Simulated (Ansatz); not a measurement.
# CsPbCl3: tensor shear ε_xy = +1.67 %

Base system: CsPbCl$_{3}$ in the cubic perovskite structure (space group Pm-3m, No. 221; a = 5.6188 Å). Axes: x, y, z lie along the cube axes.

Modification: a pure shear with ε_xy = ε_yx = 0.0167, atoms relaxed at fixed cell.

Level of theory: DFT with PBEsol, PAW potentials and a 420 eV plane-wave cutoff in Ansatz (a quantum-chemistry and plane-wave program), no SOC. Γ-centred 6×6×6 mesh, Fermi–Dirac width 0.05 eV.

* **Volume per atom**: 35.47 Å³ (base 35.48 Å³)
* **Space group**: Cmmm (No. 65) (base Pm-3m (No. 221))
* **Shortest interatomic distance**: 2.809 Å (base 2.809 Å)
* **Energy relative to the base (free energy F)**: +0.6 meV/atom
* **Pressure (mean of the normal stresses, compression positive)**: 0.0 kbar (base 0.0 kbar)
* **Band gap**: 1.77 eV (base 1.83 eV)
* **Gap character**: direct at T
* **Stress (xx, yy, zz, yz, xz, xy; compression positive)**: (0.00, 0.00, 0.00, 0.00, 0.00, -0.16) GPa

Spin-orbit coupling, missing from the scalar runs, can matter with Pb. The cells carry an imposed strain or load. Stability against distortions was not tested. Many cubic perovskites are stable only at high temperature; tilts and polar distortions were not tested. This is not the structure that CsPbCl3 has at room temperature and ambient pressure. k-point labels follow each cell's own Brillouin zone.
